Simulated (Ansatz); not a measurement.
What S vacancy, symmetric start does to TiS2

Start from a 9-atom supercell of TiS₂ in the CdI2 type structure (space group P-3m1, No. 164; a = 3.3605 Å, c = 5.5229 Å; layered, stacked along the Cartesian z axis) at its relaxed geometry.

Modification: a neutral S vacancy, symmetric start, atoms relaxed at fixed cell.

Level of theory: PBE-D3(BJ)/PAW in Ansatz (a first-principles code), no spin-orbit coupling, earlier PAW set. k-mesh 8×8×8 (Γ-centred); smearing 0.05 eV (Fermi–Dirac).

The energy gained by relaxation comes out as 0.77 eV and the largest displacement of a host atom from its site in the perfect cell amounts to 0.31 Å. The mean distance from the defect site to its nearest host atoms goes up by 0.30 Å, from 2.41 Å to 2.71 Å.

Final structure:

```xyz
8
Lattice="5.0407 -2.9103 0.0000 0.0000 5.8206 0.0000 -1.6802 -2.9103 5.5229" Properties=species:S:1:pos:R:3 pbc="T T T"
Ti     0.0025    -0.2981    -0.0620
Ti     3.1010     0.1469    -0.0620
Ti     1.9372     3.0615    -0.0620
S      3.3605     1.9402     1.4625
S      1.6802    -0.9701     1.4759
S      1.8213     1.0532     4.1294
S     -0.1425    -1.8596     4.1294
S      3.3620    -2.1039     4.1294
```

The cell is small, so the values are those of an ordered compound at a high defect concentration; dilute-limit values will differ. The defect started on the symmetric site and kept its symmetry, so it may sit on a saddle. All final runs are without spin polarisation. The defect cell is not spin-polarised.
